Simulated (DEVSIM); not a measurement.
Structure: Au/SiON/p-Ge capacitor, at 400 K.

| layer (left to right) | material | thickness (nm) | Na (cm⁻³) |
|---|---|---|---|
| 1 | SiON | 2.30 | - |
| 2 | Ge | 440 | 1.8e18 |

Metal gate on the left, work function 5.1 eV. Fixed charge at the semiconductor interface -3.7e11 cm⁻² (in units of +e); no interface traps.

This is a model device: material constants are rounded textbook-type values typed into the input, and sizes, dopings and lifetimes were drawn at random. Values at 300 K; Nc and Nv go as T^1.5, mobilities as T to minus their exponent, the gap by Varshni's rule with the affinity fixed.

| parameter | SiON | Ge |
|---|---|---|
| gap (eV) | 7 | 0.664 |
| affinity (eV) | 1.4 | 4 |
| permittivity | 5.5 | 16 |
| Nc (cm⁻³) | - | 1.04e19 |
| Nv (cm⁻³) | - | 6e18 |
| Varshni α (eV/K) | - | 0.000477 |
| Varshni β (K) | - | 235 |

Model (solved in DEVSIM): 1D Poisson equation in equilibrium, Boltzmann statistics, complete ionisation; no quantum confinement or tunnelling. Metal contacts follow the ideal Schottky-Mott rule: no Fermi-level pinning, no interface dipoles.

The temperature was swept, all else fixed.

```tsv
temperature (K)	minimum of the low-frequency capacitance (μF/cm²)	flat-band voltage (V)
250	0.491	0.46
300	0.516	0.50
350	0.550	0.53
400	0.579	0.56
450	0.628	0.59
500	0.682	0.63
```

From the first row to the last the minimum of the low-frequency capacitance goes from 0.491 to 0.682. From the first row to the last the flat-band voltage goes from 0.46 to 0.63.
